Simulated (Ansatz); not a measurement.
Ansatz (a first-principles code) run on Si₃N₄ (Fd-3m, 14 atoms in the cell): self-consistent single point.

Method of the run: LDA (PW92), default PAW files made with PBE (plane waves; Ansatz).

```xyz
14
Lattice="0.0000 3.9446 3.9446 3.9446 0.0000 3.9446 3.9446 3.9446 0.0000" Properties=species:S:1:pos:R:3 pbc="T T T"
Si     0.9862     0.9862     0.9862
Si     0.9862     2.9585     2.9585
Si     2.9585     0.9862     2.9585
Si     2.9585     2.9585     0.9862
Si     5.9169     5.9169     5.9169
Si     3.9446     3.9446     3.9446
N      2.8606     2.8606     2.8606
N      2.8606     5.0286     5.0286
N      5.0286     2.8606     5.0286
N      5.0286     5.0286     2.8606
N      7.0009     7.0009     7.0009
N      7.0009     4.8329     4.8329
N      4.8329     7.0009     4.8329
N      4.8329     4.8329     7.0009
```

Reference input (self-consistent single point, DFT, LDA (PW92), plane waves, default PAW files made with PBE): basis.ecutwfc = 420 eV; kpoints.mp_grid.grid = 6 6 6; hamiltonian.xc = lda; hamiltonian.pseudopotentials = {kind: paw} (the program's default PAW files); scf.occupations.method = methfessel_paxton; scf.occupations.width = 0.1 eV. This run's input differs from it in these lines:

Ansatz 0.2 input:
```diff
@@ -21,3 +21,3 @@
 basis:
-  ecutwfc: 420.0
+  ecutwfc: 840.0
 kpoints:
```

The program printed (abridged):

```
SCF iter   1: F=—  HF=-6658.648320 eV  |F-HF|=—  |Δ(HF+E_count)|=         —  Δρ=1.17e-2  dr2=1.72e-1  ethr=1.77e-3  ⟨swp⟩=10.1  Hψ=4216  notcnv=0  defer=13
all-band conjugate gradients solve this SCF's bands
preconditioner: auto → Resta (q_TF=auto, 2.448 Å⁻¹)
SCF iter   2: F=—  HF=-6658.593500 eV  |F-HF|=—  |Δ(HF+E_count)|=   5.48e-2  S|Δr|=    0.00e0  Δρ=4.35e-3  dr2=1.46e-2  ethr=2.68e-4  ⟨swp⟩=2.6  Hψ=1377  notcnv=0  defer=33
SCF iter   3: F=—  HF=-6658.589014 eV  |F-HF|=—  |Δ(HF+E_count)|=   4.49e-3  S|Δr|=    0.00e0  Δρ=1.68e-3  dr2=1.76e-3  ethr=2.28e-5  ⟨swp⟩=2.3  Hψ=997  notcnv=0  defer=33
SCF iter   4: F=—  HF=-6658.588367 eV  |F-HF|=—  |Δ(HF+E_count)|=   6.47e-4  S|Δr|=    0.00e0  Δρ=1.95e-4  dr2=2.40e-5  ethr=2.75e-6  ⟨swp⟩=2.7  Hψ=1132  notcnv=0  defer=33
SCF iter   5: F=—  HF=-6658.588326 eV  |F-HF|=—  |Δ(HF+E_count)|=   4.07e-5  S|Δr|=    0.00e0  Δρ=2.69e-5  dr2=4.82e-7  ethr=3.75e-8  ⟨swp⟩=2.0  Hψ=1118  notcnv=0  defer=33
SCF iter   6: F=-6658.588326 eV  HF=-6658.588326 eV  |F-HF|=1.07e-9  |Δ(HF+E_count)|=   8.36e-8  S|Δr|=    0.00e0  Δρ=2.65e-6  dr2=8.63e-9  ethr=1.56e-10  ⟨swp⟩=12.3  Hψ=3767  notcnv=0
SCF 1 converged in 6 iterations: F = -6658.588326 eV  dr2 = 8.63e-9
Stability not checked (fill_not_monotonic)
Free energy (F): -6658.588326 eV
Internal energy: -6658.588326 eV  (E = F + TS)
E sigma→0 (E₀):  -6658.588326 eV
Fermi energy:    11.692893 eV
--- Forces (eV/Å), atoms counted from 1 ---
  atom   1  Si     0.00000000    -0.00000000     0.00000000
  atom   2  Si     0.00000000    -0.00000000     0.00000000
  atom   3  Si     0.00000000    -0.00000000    -0.00000000
  atom   4  Si     0.00000000    -0.00000000    -0.00000000
  atom   5  Si     0.00000000     0.00000000    -0.00000000
   [... lines left out ...]
  atom  14  N      1.35094328     1.35094328    -1.35094328
--- Stress (GPa, compression-positive) ---
      -16.907452      -0.000000      -0.000000
       -0.000000     -16.907452       0.000000
       -0.000000      -0.000000     -16.907452
  P = ⅓ Tr σ = -16.9075 GPa (-169.075 kbar)
  The stress holds the Pulay correction. Without it, at fixed plane waves, as pw.x and ABINIT print it: P = -16.9142 GPa
```

The run converged in 6 iterations. Against the reference run the free energy goes down by 4.2 meV/atom, the pressure moves little (-16.92 to -16.91 GPa), the largest force hardly changes (2.341 to 2.340 eV/Å) and the gap on the mesh stays at 3.175 eV.

The starting cell was generated: these elements placed on a structure prototype, without a prior relaxation; it need not be a known phase or ordering of this composition. Forces in this geometry exceed 1 eV/Å. Ansatz's pressure includes its estimate of the finite-basis (Pulay) stress.
